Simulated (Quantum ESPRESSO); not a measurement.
Worked example: self-consistent single point of Sr₃Ag₂ (R-3, 15 atoms in the cell) in Quantum ESPRESSO.

Level of theory: LDA (PZ), PSlibrary ultrasoft (LDA) pseudopotentials (plane waves; Quantum ESPRESSO).

```xyz
15
Lattice="4.9939 -2.8832 6.2183 0.0000 5.7665 6.2183 -4.9939 -2.8832 6.2183" Properties=species:S:1:pos:R:3 pbc="T T T"
Sr    -1.1244     3.5128     7.9787
Sr     1.1244    -3.5128    10.6761
Sr    -2.4800    -2.7301     7.9787
Sr     2.4800     2.7301    10.6761
Sr     3.6044    -0.7827     7.9787
Sr    -3.6044     0.7827    10.6761
Sr     0.0000     0.0000     9.3274
Sr     0.0000     0.0000    13.1608
Sr     0.0000     0.0000     5.4940
Ag    -2.7561     0.5598     7.3790
Ag     2.7561    -0.5598    11.2758
Ag     0.8933    -2.6667     7.3790
Ag    -0.8933     2.6667    11.2758
Ag     1.8628     2.1070     7.3790
Ag    -1.8628    -2.1070    11.2758
```

Reference input (self-consistent single point, DFT, LDA (PZ), plane waves, PSlibrary ultrasoft (LDA) pseudopotentials): ecutwfc = 50 Ry; ecutrho = 350 Ry; occupations = smearing; smearing = gauss; degauss = 0.0099958 Ry; potentials = {Sr: Sr.pz-spn-rrkjus_psl.1.0.0.UPF, Ag: Ag.pz-n-rrkjus_psl.1.0.0.UPF}; K_POINTS = automatic 3 3 3 0 0 0; conv_thr = 1e-09 Ry; mixing_beta = 0.3. This run's input differs from it in these lines:

```diff
@@ -18,3 +18,3 @@
  smearing = 'gauss',
- degauss = 0.0099958,
+ degauss = 0.002205,
 /
```

Log, with long lists cut:

```
     Self-consistent Calculation

     iteration #  1     ecut=    50.00 Ry     beta= 0.30

     Threshold (ethr) on eigenvalues was too large:
     Diagonalizing with lowered threshold

     total energy              =   -1137.71202773 Ry
     estimated scf accuracy    <       0.45116417 Ry

     iteration #  2     ecut=    50.00 Ry     beta= 0.30

     total energy              =   -1137.79828404 Ry
     estimated scf accuracy    <       0.15047353 Ry

     iteration #  3     ecut=    50.00 Ry     beta= 0.30

     total energy              =   -1137.81347288 Ry
     estimated scf accuracy    <       0.01704283 Ry

   [... 8 blocks of this kind left out ...]

     iteration # 12     ecut=    50.00 Ry     beta= 0.30

     total energy              =   -1137.81709424 Ry
     estimated scf accuracy    <          1.2E-09 Ry

     iteration # 13     ecut=    50.00 Ry     beta= 0.30
     End of self-consistent calculation

     the Fermi energy is     6.9720 ev

!    total energy              =   -1137.81709424 Ry
     estimated scf accuracy    <          8.6E-11 Ry
     smearing contrib. (-TS)   =      -0.00031253 Ry
     internal energy E=F+TS    =   -1137.81678170 Ry

     convergence has been achieved in  13 iterations

     Forces acting on atoms (cartesian axes, Ry/au):

     atom    1 type  1   force =     0.00009713   -0.00496100   -0.00197471
     atom    2 type  1   force =    -0.00009713    0.00496100    0.00197471
     atom    3 type  1   force =     0.00424779    0.00256462   -0.00197471
     atom    4 type  1   force =    -0.00424779   -0.00256462    0.00197471
     atom    5 type  1   force =    -0.00434492    0.00239638   -0.00197471
   [... lines left out ...]

     Total force =     0.017238     Total SCF correction =     0.000018

          total   stress  (Ry/bohr**3)                   (kbar)     P=      -32.53
  -0.00021665   0.00000000   0.00000000          -31.87        0.00        0.00
  -0.00000000  -0.00021665  -0.00000000           -0.00      -31.87       -0.00
  -0.00000000  -0.00000000  -0.00023019           -0.00       -0.00      -33.86

   JOB DONE.
```

The run converged in 13 iterations. Against the reference run the free energy rises by 3.2 meV/atom, the pressure moves little (-3.24 to -3.25 GPa) and the largest force goes from 0.132 to 0.137 eV/Å.

The starting cell comes from a database of computed structures (which also holds hypothetical and non-ambient phases and stackings), without a prior relaxation at this level. With a pressure of about -3 GPa the cell is away from its equilibrium volume at this level.

Cost on one core of a shared machine: roughly 8 min.
